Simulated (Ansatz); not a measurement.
Faces of bcc V, relaxed in 1x1 cells (a = 2.997 Å):

Computed with PBE (plane waves to 420 eV, PAW; Ansatz, a quantum-chemistry and plane-wave program).

| face | γ (J/m²) |
|---|---|
| (100) | 2.41 |
| (110) | 2.44 |
| (111) | 2.71 |
| (210) | 2.52 |
| (211) | 2.71 |
| (221) | 2.67 |
| (320) | 2.51 |

Task: In the Wulff construction from these faces alone, which appear on the equilibrium crystal, and with what shares of the area?

Result: (110) 37 %, (210) 23 %, (100) 19 %, (320) 7 %, (221) 7 %, (211) 4 %, (111) 3 %. The area-weighted mean is 2.49 J/m².
